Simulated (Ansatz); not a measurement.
Start from CdS in the zinc blende structure (space group F-43m, No. 216; a = 5.878 Å). Axes: x, y, z lie along the cube axes.

All numbers come from Ansatz (an electronic-structure program) r2SCAN, scalar-relativistic without spin-orbit coupling.

The change: uniaxial strain ε_zz = +2.50 %, all other strain components held at zero, atoms relaxed at fixed cell.

### Question
Predict the stress tensor and what it implies for the stiffness.

### Answer
Stress of the strained cell less that of the base (GPa, compression positive):
```
  -1.26    0.00    0.00
   0.00   -1.26    0.00
   0.00    0.00   -1.78
```

Then −Δσ_ii/ε with ε = 0.0250 gives secant stiffness values (nonlinear terms included at this strain): C33 ≈ 71 GPa, C13 ≈ 50 GPa and C23 ≈ 50 GPa.

Stability against distortions was not tested.
